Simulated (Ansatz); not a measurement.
Base system: ZrSi2 (space group Cmcm, No. 63).

```
CELL_PARAMETERS angstrom
      1.85222    -7.39608     0.00000
      1.85222     7.39608     0.00000
      0.00000     0.00000     3.67894
ATOMIC_POSITIONS crystal
  Si 0.94684 0.05316 0.75000
  Si 0.05316 0.94684 0.25000
  Si 0.24979 0.75021 0.75000
  Si 0.75021 0.24979 0.25000
  Zr 0.60537 0.39463 0.75000
  Zr 0.39463 0.60537 0.25000
```

Computed with PBE in Ansatz (plane waves to 420 eV, PAW, no SOC).

Before the change:

| Property | Result |
|---|---|
| Pressure | 0.0 GPa |
| Band gap | zero |

One thing is altered: the cell is scaled by 1.0599 in all directions; the atoms relax in the strained cell.

### Question
How does this affect the pressure?

### Answer
The pressure (mean of the normal stresses, compression positive) goes from zero to -15.3 GPa.

### Question
Predict the new largest internal atomic displacement.

### Answer
The largest internal atomic displacement amounts to 0.041 Å.

### Question
What happens to the energy relative to the base?

### Answer
The energy rises by 179 meV/atom.

### Question
What happens to the band gap?

### Answer
The band gap stays zero.

Whether these cells are dynamically stable was not tested. All final runs are without spin polarisation.

Ansatz is a quantum-chemistry and plane-wave program.
